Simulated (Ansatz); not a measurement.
## HfO2, pressure series

Base system: HfO2 in the fluorite structure (space group Fm-3m, No. 225; a = 5.098 Å).

Cell and atoms are relaxed at each pressure.

Level of theory: Ansatz (an electronic-structure program), PBE, PAW, cutoff 420 eV, no spin-orbit coupling, earlier PAW set.

Computed cases, in order: pressure −2 GPa; pressure −1 GPa; 0 GPa (base); pressure 3 GPa; pressure 7 GPa; pressure 15 GPa; pressure 30 GPa; pressure 50 GPa; pressure 75 GPa; pressure 100 GPa.

Between which two neighbouring cases does the gap turn between direct and indirect?

Between pressure 75 GPa (4.20 eV, direct at X) and pressure 100 GPa (4.25 eV, indirect, X → Γ). The whole series: pressure −2 GPa: 3.73 eV, direct at X; pressure −1 GPa: 3.74 eV, direct at X; 0 GPa (base): 3.75 eV, direct at X; pressure 3 GPa: 3.78 eV, direct at X; pressure 7 GPa: 3.81 eV, direct at X; pressure 15 GPa: 3.88 eV, direct at X; pressure 30 GPa: 3.98 eV, direct at X; pressure 50 GPa: 4.09 eV, direct at X; pressure 75 GPa: 4.20 eV, direct at X; pressure 100 GPa: 4.25 eV, indirect, X → Γ.

Spin-orbit coupling, missing from the scalar runs, can matter with Hf. Load acts through the strain it causes; cell and atoms are relaxed under it. Stability against distortions was not tested. Competing high-pressure phases were not computed. This is not the structure that HfO2 has at room temperature and ambient pressure.
